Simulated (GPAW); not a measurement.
A self-consistent single point of WO2F (C2/c, 8 atoms in the cell) with GPAW.

Method: PBEsol, GPAW PAW datasets PBEsol (made by gpaw-setup) (plane waves; GPAW).

The change in words: lattice scaled by 0.98. Reference geometry:
```xyz
8
Lattice="4.8396 -2.6773 0.0000 4.8396 2.6773 0.0000 -2.9684 0.0000 4.4655" Properties=species:S:1:pos:R:3 pbc="T T T"
W      2.4198    -1.3386     0.0000
W      0.9356     1.3386     2.2327
O      0.1616    -0.0214     3.3024
O      6.5491     0.0214     1.1631
O      5.0649    -0.0214     3.3959
O      1.6458     0.0214     1.0696
F      2.6132     1.2426     3.3491
F      4.0975    -1.2426     1.1164
```

Reference input (self-consistent single point, DFT PBEsol, plane waves, GPAW PAW datasets PBEsol (made by gpaw-setup)): mode = pw; ecut = 950 eV; xc = PBEsol; kpts = 4 4 4; mesh shift (steps) = 0 0 0; occupations.name = methfessel-paxton; occupations.width = 0.136 eV; occupations.order = 0; nbands = -12; convergence.density = 1e-05 e/electron; convergence.energy = 1e-05 eV/electron; symmetry.symmorphic = false. This run's input differs from it in these lines:

```diff
@@ -5,5 +5,5 @@
 atoms = Atoms(['W', 'W', 'O', 'O', 'O', 'O', 'F', 'F'],
-              cell=[[4.839575, -2.677285, 0.000000],
-                    [4.839575, 2.677285, 0.000000],
-                    [-2.968445, 0.000000, 4.465485]],
+              cell=[[4.742784, -2.623739, 0.000000],
+                    [4.742784, 2.623739, 0.000000],
+                    [-2.909076, 0.000000, 4.376175]],
               scaled_positions=[[0.500000, 0.000000, 0.000000],
```

Output (repeated stretches shortened):

```
     iter     time        total  log10-change:
                         energy   eigst   dens
iter:   1 --:--:--   -76.737916
iter:   2 --:--:--   -74.205218   -1.19  -0.97
iter:   3 --:--:--   -68.284198   -0.40  -1.03
iter:   4 --:--:--   -69.006580   -1.61  -1.46
iter:   5 --:--:--   -68.543199   -1.70  -1.35
   [... 3 lines left out ...]
iter:   9 --:--:--   -68.196863   -3.12  -2.55
iter:  10 --:--:--   -68.192065   -3.42  -2.60
iter:  11 --:--:--   -68.191400   -3.84  -3.04
iter:  12 --:--:--   -68.191388   -5.99  -3.45
iter:  13 --:--:--   -68.191371c  -4.96  -3.50
iter:  14 --:--:--   -68.191312c  -5.57  -3.65
iter:  15 --:--:--   -68.191292c  -5.29  -3.80
iter:  16 --:--:--   -68.191282c  -6.24  -3.92
iter:  17 --:--:--   -68.191282c  -5.70  -3.97
iter:  18 --:--:--   -68.191281c  -7.47c -4.36
iter:  19 --:--:--   -68.191280c  -8.36c -4.45
iter:  20 --:--:--   -68.191282c  -6.72  -4.54
iter:  21 --:--:--   -68.191280c  -7.12  -4.64
iter:  22 --:--:--   -68.191280c  -8.25c -4.66
iter:  23 --:--:--   -68.191279c  -8.10c -4.67
iter:  24 --:--:--   -68.191278c  -8.20c -5.03c
Converged after 24 iterations.

Dipole moment: (-0.000000, -0.000000, 0.000000) |e|*Ang

Energy contributions relative to reference atoms: (reference = -890833.436383)

Kinetic:        +88.200390
Potential:      -95.400781
External:        +0.000000
XC:             -61.958420
Entropy (-ST):   -0.015749
Local:           +0.975407
SIC:             +0.000000
--------------------------
Free energy:    -68.199153
Extrapolated:   -68.191278

Showing only first 2 kpts
 Kpt  Band  Eigenvalues  Occupancy
  0    31      3.39548    2.00000
  0    32      4.34350    2.00000
  0    33      4.35673    2.00000
  0    34      4.53198    2.00000

  1    31      3.11741    2.00000
  1    32      5.14591    2.00000
  1    33      5.32701    1.99985
  1    34      5.75136    0.53730

Fermi level: 5.69204

No gap
   [... lines left out ...]
  2 O    -0.02107   -0.01851   -0.03761
  3 O     0.02107    0.01851    0.03761
  4 O     0.02107   -0.01851    0.03761
  5 O    -0.02107    0.01851   -0.03761
  6 F    -0.00000    0.00766    0.00000
  7 F     0.00000   -0.00766   -0.00000

Stress tensor:
    -0.050052     0.000000     0.023661
     0.000000    -0.085750     0.000000
     0.023661     0.000000    -0.069535
Stress (GPa, Voigt): [ -8.0192 -13.7387 -11.1408   0.       3.7909   0.    ]
```

The run converged in 24 iterations. GPAW prints stress with tension positive. Against the reference run the free energy rises by 22.6 meV/atom and the largest force goes from 0.065 to 0.047 eV/Å.

At such cutoffs GPAW's stress carries a finite-basis (Pulay) error, which enters relaxed cells too; its log prints stress with tension positive.

The starting cell comes from a database of computed structures (which also holds hypothetical and non-ambient phases and stackings), without a prior relaxation at this level. For this run, on top of that: lattice scaled by 0.98. Spin polarisation is off.

Cost on one core of a shared machine: roughly 3 min.
